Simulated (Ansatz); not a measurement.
## LiF under load (space group I4/mmm): band-edge transport data

Here is the system:

```xyz
2
Lattice="0.0000 1.9724 2.0278 1.9724 0.0000 2.0278 1.9724 1.9724 0.0000" Properties=species:S:1:pos:R:3 pbc="T T T"
Li     0.0000     0.0000     0.0000
F      1.9724     1.9724     2.0278
```

Level of theory: r2SCAN, rigid bands (plane waves, PAW, scalar-relativistic; Ansatz, a first-principles code). Condition of this run: biaxial stress in (001) of 2.4 GPa (compression positive) (the target of the relaxation). Geometry: cell and atoms relaxed with PBEsol, then loaded as said.

```yaml
band_gap: 10.35 eV
electron conductivity mass (300 K, dilute): 0.90 mₑ
hole conductivity mass (300 K, dilute): 3.7 mₑ
effective density of states N_c (300 K): 2.1e19 cm⁻³
effective density of states N_v (300 K): 5.7e20 cm⁻³
density_of_states_mass_electrons: 0.89 mₑ
density_of_states_mass_holes: 8.1 mₑ
Seebeck coefficient, n-type 1e19 cm⁻³, 300 K: -283 μV/K
best n-type power factor at 300 K for τ = 10 fs (best axis; densities from 1e16 to 1e21 cm⁻³ tried, whether or not they can be reached): 3.9 μW/(cm·K²) at 1e20 cm⁻³
Seebeck coefficient, p-type 1e19 cm⁻³, 300 K: 635 μV/K
```

Rigid bands; masses and Seebeck coefficients take one relaxation time τ for all states and one kind of carrier; polarons and phonon drag are left out. Spin-orbit coupling is left out. Geometry: cell and atoms relaxed with PBEsol.
